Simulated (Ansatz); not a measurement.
Band structure of MgSe (F-43m, 2 atoms in the cell).

```yaml
crystal:
  lattice:
    - [0.00000, 2.96893, 2.96893]
    - [2.96893, 0.00000, 2.96893]
    - [2.96893, 2.96893, 0.00000]
  atoms:
    - { symbol: Mg, position: [0.00000, 0.00000, 0.00000] }
    - { symbol: Se, position: [0.25000, 0.25000, 0.25000] }
```

Method: PBEsol, PAW files made with PBE (plane waves; Ansatz, a program for electronic structure).

Settings: kpoints.mp_grid.grid = 7 7 7; hamiltonian.xc = pbesol; hamiltonian.pseudopotentials = {kind: paw} (the program's default PAW files); scf.occupations.method = fermi_dirac; scf.occupations.width = 0.02 eV; kpoints.band_path.npoints = 8.

The starting cell comes from a database of computed structures (which also holds hypothetical and non-ambient phases and stackings), without a prior relaxation at this level.

Problem. Predict the gap along the standard path and the places of the band edges.

Solution. The gap along the path is 2.52 eV, direct at Γ to within 0.01 eV.

Levels in eV from the top of the valence band on the path, bands 10 to 16:
```tsv
point	10	11	12	13	14	15	16
Γ	-11.64	0.00	0.00	0.00	2.52	7.08	7.08
X	-10.89	-2.97	-1.12	-1.12	3.29	4.83	10.62
W	-10.88	-2.50	-1.91	-1.42	5.08	7.13	7.46
K	-10.90	-2.66	-1.97	-0.89	4.18	6.32	9.02
L	-11.08	-3.25	-0.37	-0.37	4.15	6.87	6.87
U	-10.90	-2.66	-1.97	-0.89	4.18	6.32	9.02
```

Keys are those of Ansatz 0.2.
